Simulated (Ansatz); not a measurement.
## Worked example: self-consistent single point of MoW (Cmm2, 2 atoms in the cell) in Ansatz

Method: PBEsol, default PAW files made with PBE (plane waves; Ansatz, a program for electronic structure).

This input was run:

Ansatz 0.2 input:
```yaml
# MoW
crystal:
  lattice:
    - [1.57138900, -2.22312800, 0.00000000]
    - [1.57138900, 2.22312800, 0.00000000]
    - [0.00000000, 0.00000000, 4.46415700]
  atoms:
    - { symbol: Mo, position: [0.00000000, 0.00000000, 0.01120000] }
    - { symbol: W, position: [0.50000000, 0.50000000, 0.50000000] }
basis:
  ecutwfc: 420.0
kpoints:
  mp_grid: { grid: [13, 13, 8] }
hamiltonian:
  xc: pbesol
  pseudopotentials: { kind: paw }
scf:
  occupations: { method: fermi_dirac, width: 0.1 }
output:
  forces: true
  eigenvalues: true
  stress: true
```

Output (repeated stretches shortened):

```
WARN ansatz: RAYON_NUM_THREADS=1 ignored (pool sized by the plan → 1); use --threads N
Pseudopotentials: kind: paw
Pseudopotential: Mo, paw, valence charge 14
Pseudopotential: W, paw, valence charge 14
Crystal: 2 atoms, lattice volume = 31.190 Å³
Basis set: ecut = 420 eV, 633 PW (Γ), exchange–correlation on 40×40×60 points (8 copies of the dense FFT grid, shifted against one another)
Bands: 18, of which v1, the nominal top of the filled ones, is band 14 counted from 1 (13 counted from 0)
Symmetry: 4 space group operations
Space group: Cmm2 (ITA 35), of the structure as read, at distance tolerance 3.1e-5 Å
k-points: 245 of 1352 (time reversal used)
PAW frozen core: Mo, regenerated for the run's functional, and the local potential with it
PAW frozen core: W, regenerated for the run's functional, and the local potential with it
Initial density: superposition of atomic densities (neutral atoms: chi_scale 0, normalization atom), corrected by the library's trained network
Initial wavefunctions: pseudopotential atomic-orbital guess
Eigensolver: davidson
Functional: x = pbesol(κ = 0.804, μ = 0.12345679012345678), c = pbesol(β = 0.046)
SCF iter   1: F=—  HF=-15154.049983 eV  |F-HF|=—  |Δ(HF+E_count)|=         —  Δρ=6.79e-3  dr2=3.35e-2  ethr=1.77e-3  ⟨swp⟩=5.0  Hψ=19093  notcnv=0
all-band conjugate gradients solve this SCF's bands
preconditioner: auto → none
SCF iter   2: F=—  HF=-15154.049100 eV  |F-HF|=—  |Δ(HF+E_count)|=   8.83e-4  Δρ=5.01e-3  dr2=2.16e-2  ethr=1.20e-4  ⟨swp⟩=1.0  Hψ=6370  notcnv=0
SCF iter   3: F=—  HF=-15154.046670 eV  |F-HF|=—  |Δ(HF+E_count)|=   2.43e-3  Δρ=1.07e-3  dr2=2.89e-4  ethr=7.70e-5  ⟨swp⟩=1.5  Hψ=4656  notcnv=0
SCF iter   4: F=—  HF=-15154.046558 eV  |F-HF|=—  |Δ(HF+E_count)|=   1.12e-4  Δρ=3.35e-4  dr2=3.44e-5  ethr=1.03e-6  ⟨swp⟩=2.0  Hψ=7588  notcnv=0
SCF iter   5: F=—  HF=-15154.046551 eV  |F-HF|=—  |Δ(HF+E_count)|=   7.06e-6  Δρ=1.77e-4  dr2=2.97e-5  ethr=1.23e-7  ⟨swp⟩=2.3  Hψ=7635  notcnv=0
SCF iter   6: F=—  HF=-15154.046544 eV  |F-HF|=—  |Δ(HF+E_count)|=   7.36e-6  Δρ=3.51e-5  dr2=1.74e-7  ethr=1.06e-7  ⟨swp⟩=2.0  Hψ=5907  notcnv=0
SCF iter   7: F=-15154.046544 eV  HF=-15154.046544 eV  |F-HF|=1.59e-9  |Δ(HF+E_count)|=   4.96e-8  Δρ=8.66e-6  dr2=6.37e-9  ethr=3.57e-10  ⟨swp⟩=5.3  Hψ=18960  notcnv=0
SCF 1 converged in 7 iterations: F = -15154.046544 eV  dr2 = 6.37e-9
SCF converged after 7 iterations
Free energy (F): -15154.046544 eV
Harris-Foulkes:  -15154.046544 eV  (|F-HF|=1.59e-9)
Internal energy: -15154.012454 eV  (E = F + TS)
E sigma→0 (E₀):  -15154.029499 eV
Entropy (-TS):   -0.034089 eV (-17.045 meV/atom)
Fermi energy:    21.970099 eV
--- Per-component energies (eV) ---
  E_band       = -133.454583
  E_kinetic    = 891.715124
  E_local      = -1375.447542  (includes V_loc(G=0)·N_el)
  E_nonlocal   = 147.594364
  E_hartree    = 471.193298
  E_xc         = -447.940960
  E_vxc        = -467.532739  (∫ρ·V_xc dr)
  E_paw        = -11579.831357  (= ΣΔE_a)
  E_vpaw       = -272.170482  (= ΣTr[D̂ρ^β])
  E_aug_tail   = -0.000022  (compensation charges beyond the density's cutoff)
  E_ewald      = -3261.726451
  E_core_change = 0.431092  (= ΣΔE_core)
  E_smearing   = -0.034089  (= −TS)
  E_closure    = 0.000000  (closes the sum)
  Σ components = -15154.046544   (vs F -15154.046544, Δ=0.00e0)
--- Forces (eV/Å), atoms counted from 1 ---
  atom   1  Mo     0.00000000     0.00000000    -0.71908453
  atom   2  W      0.00000000     0.00000000     0.71909575
  max |Σ_I F_I| component: 1.12e-5 eV/Å
--- Stress (GPa, compression-positive) ---
       -0.967991       0.000000       0.000000
        0.000000      -1.125805       0.000000
        0.000000       0.000000      -1.550394
  P = ⅓ Tr σ = -1.2147 GPa (-12.147 kbar)
  The stress holds the Pulay correction. Without it, at fixed plane waves, as pw.x and ABINIT print it: P = -1.2596 GPa
--- Band table (eV; the first three rows and the last of 245) ---
  k-point 0: bands = ["-52.0392", "-39.1286", "-16.4971", "-15.9023", "-15.6578", "-13.1081", "-12.7439", "-12.5501", "13.2645", "16.2218", "18.4117", "20.5890", "20.6027", "20.6529", "23.1012", "23.5886", "23.7312", "24.2072"]
  k-point 1: bands = ["-52.0392", "-39.1289", "-16.4792", "-15.9006", "-15.6578", "-13.1339", "-12.7469", "-12.5500", "13.4338", "16.2797", "18.4781", "20.4979", "20.5615", "20.8241", "22.5385", "23.5471", "23.7255", "24.1682"]
  k-point 2: bands = ["-52.0391", "-39.1297", "-16.4347", "-15.8965", "-15.6578", "-13.1973", "-12.7540", "-12.5500", "13.9005", "16.4102", "18.6715", "20.2138", "20.4344", "21.3269", "21.5239", "23.2738", "23.7140", "24.0122"]
  k-point 244: bands = ["-51.9121", "-38.9001", "-16.8144", "-16.3667", "-16.1610", "-13.7490", "-13.2551", "-13.0561", "17.1346", "17.4487", "18.2345", "18.5118", "20.9344", "21.5558", "22.0766", "22.3206", "26.1578", "27.5368"]
```

The run converged in 7 iterations.

The starting cell comes from a database of computed structures (which also holds hypothetical and non-ambient phases and stackings), without a prior relaxation at this level. Its lattice was rescaled by up to half a per cent. One atom was moved a little off its site on purpose. Spin-orbit coupling is off. Spin polarisation is off. Ansatz's pressure includes its estimate of the finite-basis (Pulay) stress.
